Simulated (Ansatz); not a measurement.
The parent structure is BN in the zinc blende structure (space group F-43m, No. 216).

```cif
data_B4N4
_chemical_formula_sum 'B4 N4'
_space_group_name_H-M_alt 'F-43m'
_space_group_IT_number 216
_space_group_name_Hall 'F -4 2 3'
_cell_length_a 3.60973
_cell_length_b 3.60973
_cell_length_c 3.60973
_cell_angle_alpha 90.000
_cell_angle_beta 90.000
_cell_angle_gamma 90.000
loop_
_atom_site_label
_atom_site_type_symbol
_atom_site_symmetry_multiplicity
_atom_site_Wyckoff_symbol
_atom_site_fract_x
_atom_site_fract_y
_atom_site_fract_z
_atom_site_occupancy
B1 B 4 a 0.00000 0.00000 0.00000 1
N1 N 4 d 0.75000 0.75000 0.75000 1
```
(The calculation used a cell of 2 atoms; values per cell refer to that cell.)

Method: r2SCAN/PAW in Ansatz (an electronic-structure program), scalar-relativistic without spin-orbit coupling.

Strains are applied to the cell and any free atomic positions relax.

One change was made to it. Results:

The pressure goes from zero to -20.88 GPa; the width of the top valence band drops by 0.41 eV (6.70 eV → 6.29 eV); the hole mass (degenerate bands, along [100]) goes from 0.48, 0.51, 0.51 mₑ (at Γ) to 0.46, 0.53, 0.53 mₑ (at Γ); the electron mass goes from 0.87 mₑ along k, 0.29 mₑ across (at X) to 0.90 mₑ along k, 0.30 mₑ across (at X).

### Question
What was done to the base?
A) isotropic strain +2.00 %
B) isotropic strain +1.00 %
C) isotropic strain +2.50 %

### Answer
A, isotropic strain +2.00 %. For comparison, the pressure in the other runs: isotropic strain +2.50 % gives -25.34 GPa; isotropic strain +1.00 % gives -11.07 GPa.

The levels and masses belong to the bands next to the band gap. Effective masses come from finite differences of ±0.01 Å⁻¹. Along k means along the line from Γ to the band edge. Stability against distortions was not tested.
